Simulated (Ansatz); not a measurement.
A relaxation of cell and atoms of MoW (Cmmm, 2 atoms in the cell) with Ansatz (a quantum-chemistry and plane-wave program).

Computed with PBEsol, default PAW files made with PBE (plane waves; Ansatz).

The change in words: atoms on their sites; basis.ecutwfc: 420 eV → 630 eV; relax: default → cell and atoms. Reference geometry:
```xyz
2
Lattice="1.5714 -2.2231 0.0000 1.5714 2.2231 0.0000 0.0000 0.0000 4.4642" Properties=species:S:1:pos:R:3 pbc="T T T"
Mo     0.0000     0.0000     0.0500
W      1.5714     0.0000     2.2321
```

Reference input (self-consistent single point, DFT, PBEsol, plane waves, default PAW files made with PBE): basis.ecutwfc = 420 eV; kpoints.mp_grid.grid = 11 11 7; hamiltonian.xc = pbesol; hamiltonian.pseudopotentials = {kind: paw} (the program's default PAW files); scf.occupations.method = fermi_dirac; scf.occupations.width = 0.1 eV. This run's input differs from it in these lines:

Ansatz 0.2 input:
```diff
@@ -6,6 +6,6 @@
   atoms:
-    - { symbol: Mo, position: [0.00000000, 0.00000000, 0.01120000] }
+    - { symbol: Mo, position: [0.00000000, 0.00000000, 0.00000000] }
     - { symbol: W, position: [0.50000000, 0.50000000, 0.50000000] }
 basis:
-  ecutwfc: 420.0
+  ecutwfc: 630.0
 kpoints:
@@ -21,2 +21,4 @@
     width: 0.1
+relax:
+  cell: {}
 output:
```

Log, with long lists cut:

```
   [... SCF lines of the steps left out ...]
relax step   1: F+E_penalty+E_count = -15154.04130343 eV  Δ(F+E_penalty+E_count) = +0.000e0 eV  max|allowed force component| = 3.254e-30 eV/Å  Δτ_max = 0.0000 Å  P = -1.154 GPa  Ω = 31.190 Å³  (6 SCF iters, dr2 threshold 1.00e-7 eV, accepted)
relax step   2: F+E_penalty+E_count = -15154.03939089 eV  Δ(F+E_penalty+E_count) = +1.913e-3 eV  max|allowed force component| = 3.155e-30 eV/Å  Δτ_max = 0.0000 Å  P = +2.946 GPa  Ω = 30.771 Å³  energy of the carried Pulay correction = +9.798e-6 eV  [...]
   [... lines left out ...]
relax step   6: F+E_penalty+E_count = -15154.04245129 eV  Δ(F+E_penalty+E_count) = -2.532e-6 eV  max|allowed force component| = 2.682e-29 eV/Å  Δτ_max = 0.0000 Å  P = +0.000 GPa  Ω = 31.068 Å³  energy of the carried Pulay correction = +2.836e-6 eV  [...]
relax step   7: F+E_penalty+E_count = -15154.04244861 eV  Δ(F+E_penalty+E_count) = +2.685e-6 eV  max|allowed force component| = 2.682e-29 eV/Å  Δτ_max = 0.0000 Å  P = +0.000 GPa  Ω = 31.068 Å³  stress off target by 4.66e-4 GPa  SCF on the basis [...]
basis re-selected at this cell: Δ(F+E_penalty+E_count) = +2.685e-6 eV, ΔP = -0.000 GPa vs the last step
the relaxation is at rest under the 8 symmetry operations that the run kept from its start: a minimum is not shown …
Stability not checked: this state was not tested for a lower state beside it, because too few of the mixer's solves of this state at the end of the SCF gave a …
Free energy (F): -15154.042449 eV
Internal energy: -15153.999085 eV  (E = F + TS)
   [... lines left out ...]
Fermi energy:    21.996507 eV
   [... lines left out ...]
to start a new deck from the relaxed geometry:
  cell:  # Å, volume = 31.0679 Å³
    - [1.570787107222867, -2.227750338589832, 0.0]
    - [1.570787107222867, 2.227750338589832, 0.0]
    - [0.0, 0.0, 4.439137958838435]
  atoms:
    - { symbol: Mo, position: [0.0, 0.0, 0.0] }
    - { symbol: W, position: [0.49999999999999994, 0.49999999999999994, 0.5] }
```

The run converged.  The full log also holds: “iter 5 did not close the SCF: its close was put off for the readings that it lacked (scf_convergence_deferred on its scf_iter line)”. The full log also holds: “iter 3 did not close the SCF: its close was put off for the readings that it lacked (scf_convergence_deferred on its scf_iter line)”.

Summary of the result:
```
Property                                                                                               Value
-----------------------------------------------  -----------------------------------------------------------
Free energy E − TS (on the zero of these files)                                               -15154.0424 eV
Fermi level (on the code's own zero)                                                                22.00 eV
Pressure                                                                                            0.00 GPa
Final cell                                       a = b = 2.7258 Å, c = 4.4391 Å, α = β = 90.00°, γ = 109.62°
Final volume per atom                                                                               15.53 Å³
Relaxation steps                                                                                           7
```

The starting cell comes from a database of computed structures (which also holds hypothetical and non-ambient phases and stackings), without a prior relaxation at this level. Its lattice was rescaled by up to half a per cent. Spin polarisation is off. The relaxation keeps the symmetry of its start, so its end need not be a minimum. Ansatz's pressure includes its estimate of the finite-basis (Pulay) stress.

Cost on one core of a shared machine: roughly 50 s.
